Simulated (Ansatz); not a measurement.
Response to strain in MgO

Take MgO in the rock salt structure (space group Fm-3m, No. 225; a = 4.2141 Å) as the base. Axes: x, y, z lie along the cube axes.

Strains are applied to the cell and any free atomic positions relax.

Calculations: DFT with PBEsol, PAW potentials and a 420 eV plane-wave cutoff in Ansatz (a first-principles code), without spin-orbit coupling.

Notes on the quantities. energy relative to the base: free energy F.

| variant | energy relative to the base | band gap | electron mass | volume per atom |
|---|---|---|---|---|
| base | 0 meV/atom | 4.62 eV | 0.34 mₑ (at Γ) | 9.35 Å³ |
| uniaxial strain ε_zz = −3.00 % | +8.8 meV/atom | 4.89 eV | 0.37 mₑ along z, 0.34 mₑ across (at Γ) | 9.07 Å³ |
| uniaxial strain ε_zz = −2.50 % | +6.0 meV/atom | 4.84 eV | 0.36 mₑ along z, 0.34 mₑ across (at Γ) | 9.12 Å³ |
| uniaxial strain ε_zz = −2.00 % | +3.8 meV/atom | 4.80 eV | – | 9.17 Å³ |
| uniaxial strain ε_zz = −1.50 % | +2.1 meV/atom | 4.75 eV | 0.35 mₑ (at Γ) | 9.21 Å³ |
| uniaxial strain ε_zz = −1.00 % | +0.9 meV/atom | 4.71 eV | 0.34 mₑ (at Γ) | 9.26 Å³ |
| uniaxial strain ε_zz = −0.50 % | +0.2 meV/atom | 4.66 eV | 0.34 mₑ (at Γ) | 9.31 Å³ |
| uniaxial strain ε_zz = +0.50 % | +0.2 meV/atom | 4.56 eV | 0.34 mₑ (at Γ) | 9.40 Å³ |
| uniaxial strain ε_zz = +2.00 % | ___ | ___ | – | 9.54 Å³ |
| uniaxial strain ε_zz = +2.50 % | +4.8 meV/atom | 4.35 eV | 0.32 mₑ along z, 0.34 mₑ across (at Γ) | 9.59 Å³ |

Question: Fill in the withheld entries from the trend.

Answer: 
- uniaxial strain ε_zz = +2.00 %, energy relative to the base: +3.1 meV/atom
- uniaxial strain ε_zz = +2.00 %, band gap: 4.40 eV

Masses are band curvatures over ±0.01 Å⁻¹ around the edge. Whether these cells are dynamically stable was not tested.
